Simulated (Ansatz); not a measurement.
What Te → Sb does to HgTe

Base system: HgTe in the zinc blende structure (space group F-43m, No. 216; a = 6.5734 Å).

The change: Sb takes the place of Te on all its sites, then cell and atoms are relaxed.

The values are results of r2SCAN, PAW, 500 eV (Ansatz, a first-principles code; scalar-relativistic without spin-orbit coupling), earlier PAW set, not measurements. Settings: 13×13×13 k-points, 0.05 eV Fermi–Dirac smearing, for the changed cell.

| quantity | base | changed | shift |
|---|---|---|---|
| volume per atom | 35.50 Å³ | 33.52 Å³ | -1.98 Å³ |
| density | 7.67 g/cm³ | 7.98 g/cm³ | +0.31 g/cm³ |
| lattice parameter a | 6.573 Å | 6.449 Å | -0.1246 Å |
| band gap | zero | zero | – |

Final structure:

```
HgSb
1.0
    0.00000     3.22443     3.22443
    3.22443     0.00000     3.22443
    3.22443     3.22443     0.00000
Sb Hg
1 1
Cartesian
  4.83664   4.83664   4.83664
  0.00000   0.00000   0.00000
```

Cost of the whole job for the changed cell (relaxation, final SCF and bands): around 2.5 core-minutes (rough).

With Hg and Te present, leaving out spin-orbit coupling can change the band edges. Whether these cells are dynamically stable was not tested. As relaxed here, HgSb is a hypothetical phase, not in the database extracts checked. All final runs are without spin polarisation. An odd electron count without spin: HgSb. The zero or small gap of HgTe can change with the level of theory.
